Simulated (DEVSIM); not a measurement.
Simulated with DEVSIM: 1D Poisson equation in equilibrium, Boltzmann statistics, complete ionisation; no quantum confinement or tunnelling. Metal contacts follow the ideal Schottky-Mott rule: no Fermi-level pinning, no interface dipoles.

Structure: Ni/HfO2/p-Si capacitor, at 300 K.

| layer (left to right) | material | thickness (nm) | Na (cm⁻³) |
|---|---|---|---|
| 1 | HfO2 | 5.30 | - |
| 2 | Si | 710 | 6.5e17 |

Metal gate on the left, work function 5.1 eV. Fixed charge at the semiconductor interface 0 cm⁻² (in units of +e); no interface traps.

Constants are typed, rounded textbook-type inputs, not results; the design itself was drawn at random and stands for no fabricated device. Values at 300 K.

```
parameter      HfO2       Si
-------------  ----  -------
gap (eV)        5.7    1.124
affinity (eV)   2.5     4.05
permittivity     22     11.7
Nc (cm⁻³)         -  2.86e19
Nv (cm⁻³)         -   3.1e19
```

One input was changed, with this effect: threshold voltage (band bending 2φF) 1.07 → 0.69 V; flat-band voltage 0.03 → -0.35 V; minimum of the low-frequency capacitance little changed (0.249 μF/cm²).

Q: Which change was it?
A. fixed charge 0 → 8.7e+12 cm^-2
B. substrate doping 6.5e+17 → 3.2e+17 cm^-3
C. gate work function 5.1 → 4.8 eV

A: A, fixed charge 0 → 8.7e+12 cm^-2
